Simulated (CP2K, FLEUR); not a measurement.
A CP2K input for a self-consistent single point of LuNi₂Ge₂ (I4/mmm, 5 atoms in the cell) (DFT LDA (Pade form), GPW, DZVP-MOLOPT-SR-GTH basis, GTH-PADE potentials (GTH_POTENTIALS)):

```
&GLOBAL
  PROJECT bulk
  RUN_TYPE ENERGY_FORCE
  PRINT_LEVEL LOW
&END GLOBAL
&FORCE_EVAL
  METHOD Quickstep
  STRESS_TENSOR ANALYTICAL
  &DFT
    BASIS_SET_FILE_NAME BASIS_MOLOPT
    BASIS_SET_FILE_NAME BASIS_MOLOPT_UCL
    POTENTIAL_FILE_NAME GTH_POTENTIALS
    &QS
      METHOD GPW
      EPS_DEFAULT 1E-10
    &END QS
    &MGRID
      CUTOFF 600
      REL_CUTOFF 40
      NGRIDS 5
    &END MGRID
    &SCF
      SCF_GUESS ATOMIC
      EPS_SCF 1E-7
      MAX_SCF 100
      ADDED_MOS 12
      &DIAGONALIZATION
        ALGORITHM STANDARD
      &END DIAGONALIZATION
      &MIXING
        METHOD BROYDEN_MIXING
        ALPHA 0.3
        NBUFFER 8
      &END MIXING
      &SMEAR ON
        METHOD FERMI_DIRAC
        ELECTRONIC_TEMPERATURE [K] 1160.45
      &END SMEAR
    &END SCF
    &KPOINTS
      SCHEME MONKHORST-PACK 7 7 7
    &END KPOINTS
    &XC
      &XC_FUNCTIONAL PADE
      &END XC_FUNCTIONAL
    &END XC
    &PRINT
      &MO
        EIGENVALUES T
        OCCUPATION_NUMBERS T
        NDIGITS 8
        FILENAME mo
        &EACH
          QS_SCF 0
        &END EACH
        ADD_LAST NUMERIC
      &END MO
      &MULLIKEN OFF
      &END MULLIKEN
    &END PRINT
  &END DFT
  &SUBSYS
    &CELL
      ABC 5.56231900 5.56231878 5.56231916
      ALPHA_BETA_GAMMA 138.28129069 138.28128483 60.47246574
      PERIODIC XYZ
    &END CELL
    &COORD
      Lu       0.00000000     0.00000000     0.00000000
      Ni       1.37067150     2.41993925     1.40049850
      Ni       2.78115950    -0.00000025     1.40049850
      Ge       5.20714340     3.03503972     0.00000000
      Ge       3.09651860     1.80483928     0.00000000
    &END COORD
    &KIND Lu
      BASIS_SET DZVP-MOLOPT-SR-GTH
      POTENTIAL GTH-PADE-q25
    &END KIND
    &KIND Ni
      BASIS_SET DZVP-MOLOPT-SR-GTH
      POTENTIAL GTH-PADE-q18
    &END KIND
    &KIND Ge
      BASIS_SET DZVP-MOLOPT-SR-GTH
      POTENTIAL GTH-PADE-q4
    &END KIND
  &END SUBSYS
  &PRINT
    &FORCES ON
    &END FORCES
    &STRESS_TENSOR ON
    &END STRESS_TENSOR
  &END PRINT
&END FORCE_EVAL
```

Question: Translate this input to FLEUR.

Answer: One input that does it (others would too):

Input of the input generator:

```
scf Lu(NiGe)2
&input film=f /
-3.7427991213 3.7427991213 9.0812716440
3.7427991213 -3.7427991213 9.0812716440
3.7427991213 3.7427991213 -9.0812716440
1.0
1.0 1.0 1.0

5
71 0.0000000000 0.0000000000 0.0000000000
28 0.2500000000 0.7500000000 0.5000000000
28 0.7500000000 0.2500000000 0.5000000000
32 0.6270900000 0.6270900000 0.0000000000
32 0.3729100000 0.3729100000 0.0000000000

&comp jspins=1 /
&exco xctyp='vwn' /
&kpt div1=7 div2=7 div3=7 /
&end /
```

```xml
<?xml version="1.0" encoding="UTF-8" standalone="no"?>
<fleurInput fleurInputVersion="0.39">
   <comment>
      scf Lu(NiGe)2                                                                                       
   </comment>
   <calculationSetup>
      <cutoffs Kmax="3.9" Gmax="15.6" GmaxXC="15.6" numbands="0"/>
      <scfLoop itmax="100" minDistance="0.00001" maxIterBroyd="40" imix="Anderson" alpha="0.05" precondParam="0.0" spinf="2.0"/>
      <coreElectrons ctail="T" frcor="F" kcrel="0" coretail_lmax="0"/>
      <xcFunctional name="vwn" relativisticCorrections="F"/>
      <magnetism jspins="1"/>
      <soc l_soc="F" theta="0.0" phi="0.0" spav="F"/>
      <expertModes spex="0" secvar="F"/>
      <geometryOptimization l_f="T" forcealpha="1.0" forcemix="BFGS" epsdisp="0.00001" epsforce="0.00001"/>
      <ldaU l_linMix="F" mixParam="0.05" spinf="1.0"/>
   </calculationSetup>
   <cell>
      <bzIntegration valenceElectrons="85.0" mode="hist" fermiSmearingEnergy="0.00367493">
         <kPointListSelection listName="default-1"/>
         <!-- k-points included here -->
         <xi:include xmlns:xi="http://www.w3.org/2001/XInclude" href="kpts.xml"> </xi:include>
      </bzIntegration>
      <!-- symmetry operations included here -->
      <xi:include xmlns:xi="http://www.w3.org/2001/XInclude" href="sym.xml"> </xi:include>
      <bulkLattice scale="1.0">
         <bravaisMatrix>
            <row-1>   -3.7427991213000000     3.7427991213000000     9.0812716439999992</row-1>
            <row-2>    3.7427991213000000    -3.7427991213000000     9.0812716439999992</row-2>
            <row-3>    3.7427991213000000     3.7427991213000000    -9.0812716439999992</row-3>
         </bravaisMatrix>
      </bulkLattice>
   </cell>
   <atomSpecies>
      <species name="Lutetium (Lu)" element="Lu" atomicNumber="71">
         <mtSphere radius="2.63" gridPoints="925" logIncrement="0.014"/>
         <atomicCutoffs lmax="10" lnonsphr="8"/>
         <electronConfig flipSpins="F">
            <coreConfig>(1s1/2) (2s1/2) (2p1/2) (2p3/2) (3s1/2) (3p1/2) (3p3/2) (4s1/2) (3d3/2) (3d5/2) (4p1/2) (4p3/2) (4d3/2) (4d5/2)</coreConfig>
            <valenceConfig>(5s1/2) (5p1/2) (5p3/2) (6s1/2) (4f5/2) (4f7/2) (5d3/2) (5d5/2)</valenceConfig>
            <stateOccupation state="(5d3/2)" spinUp="0.2" spinDown="0.2"/>
            <stateOccupation state="(5d5/2)" spinUp="0.3" spinDown="0.3"/>
         </electronConfig>
         <energyParameters s="6" p="6" d="5" f="4"/>
         <lo type="SCLO" l="0" n="5" eDeriv="0"/>
         <lo type="SCLO" l="1" n="5" eDeriv="0"/>
      </species>
      <species name="Nickel (Ni)" element="Ni" atomicNumber="28">
         <mtSphere radius="2.03" gridPoints="717" logIncrement="0.017"/>
         <atomicCutoffs lmax="8" lnonsphr="6"/>
         <electronConfig flipSpins="F">
            <coreConfig>(1s1/2) (2s1/2) (2p1/2) (2p3/2) (3s1/2)</coreConfig>
            <valenceConfig>(3p1/2) (3p3/2) (4s1/2) (3d3/2) (3d5/2)</valenceConfig>
            <stateOccupation state="(3d3/2)" spinUp="1.6" spinDown="1.6"/>
            <stateOccupation state="(3d5/2)" spinUp="2.4" spinDown="2.4"/>
         </electronConfig>
         <energyParameters s="4" p="4" d="3" f="4"/>
         <lo type="SCLO" l="1" n="3" eDeriv="0"/>
      </species>
      <species name="Germanium (Ge)" element="Ge" atomicNumber="32">
         <mtSphere radius="2.03" gridPoints="717" logIncrement="0.017"/>
         <atomicCutoffs lmax="8" lnonsphr="6"/>
         <electronConfig flipSpins="F">
            <coreConfig>(1s1/2) (2s1/2) (2p1/2) (2p3/2) (3s1/2) (3p1/2) (3p3/2)</coreConfig>
            <valenceConfig>(4s1/2) (3d3/2) (3d5/2) (4p1/2) (4p3/2)</valenceConfig>
            <stateOccupation state="(4p1/2)" spinUp="0.3333333333333" spinDown="0.3333333333333"/>
            <stateOccupation state="(4p3/2)" spinUp="0.6666666666667" spinDown="0.6666666666667"/>
         </electronConfig>
         <energyParameters s="4" p="4" d="3" f="4"/>
         <lo type="HELO" l="2" n="4" eDeriv="0"/>
      </species>
   </atomSpecies>
   <atomGroups>
      <atomGroup species="Lutetium (Lu)">
         <relPos label="                   1">.0000000000 .0000000000 .0000000000</relPos>
         <force calculate="T" relaxXYZ="TTT"/>
      </atomGroup>
      <atomGroup species="Nickel (Ni)">
         <relPos label="                   2">1.000/4.000 -1.000/4.000 1.000/2.000</relPos>
         <relPos label="                   3">-1.000/4.000 1.000/4.000 1.000/2.000</relPos>
         <force calculate="T" relaxXYZ="TTT"/>
      </atomGroup>
      <atomGroup species="Germanium (Ge)">
         <relPos label="                   4">-.3729100000 -.3729100000 .0000000000</relPos>
         <relPos label="                   5">.3729100000 .3729100000 .0000000000</relPos>
         <force calculate="T" relaxXYZ="TTT"/>
      </atomGroup>
   </atomGroups>
   <output dos="F" band="F" slice="F">
      <checks vchk="F" cdinf="F"/>
      <bandDOS minEnergy="-.5*Htr" maxEnergy="0.5*Htr" sigma="0.015" storeEVData="T"/>
      <vacuumDOS vacdos="F" integ="F" star="F" nstars="0" locx1="0.0" locy1="0.0" locx2="0.0" locy2="0.0" nstm="0" tworkf="0.0"/>
      <unfoldingBand unfoldBand="F" supercellX="1" supercellY="1" supercellZ="1"/>
      <plotting iplot="0" polar="F">
         <plot TwoD="T" vec1="  1.0  0.0  0.0" vec2="  0.0  1.0  0.0" vec3="  0.0  0.0  1.0" zero="  0.0  0.0  0.0" file="plot"/>
      </plotting>
      <chargeDensitySlicing numkpt="0" minEigenval="0.0" maxEigenval="0.0" nnne="0" pallst="F"/>
      <specialOutput eonly="F"/>
      <magneticCircularDichroism mcd="F" energyLo="-10.0" energyUp="0.0"/>
   </output>
  <!-- We include the file relax.xml here to enable relaxations (see documentation) -->
  <xi:include xmlns:xi="http://www.w3.org/2001/XInclude" href="relax.xml"> <xi:fallback/> </xi:include>
</fleurInput>
```

Basis, cutoffs, solver keys and any potentials are the target program's own. This input uses DFT, LDA (Vosko-Wilk-Nusair), all-electron FLAPW (FLEUR), scalar-relativistic valence. LDA parametrisations can differ slightly between programs.

The starting cell comes from a database of computed structures (which also holds hypothetical and non-ambient phases and stackings), without a prior relaxation at this level. Its lattice was rescaled by a random factor within 2.5 % of one. For this run, on top of that: lattice scaled by 0.98.
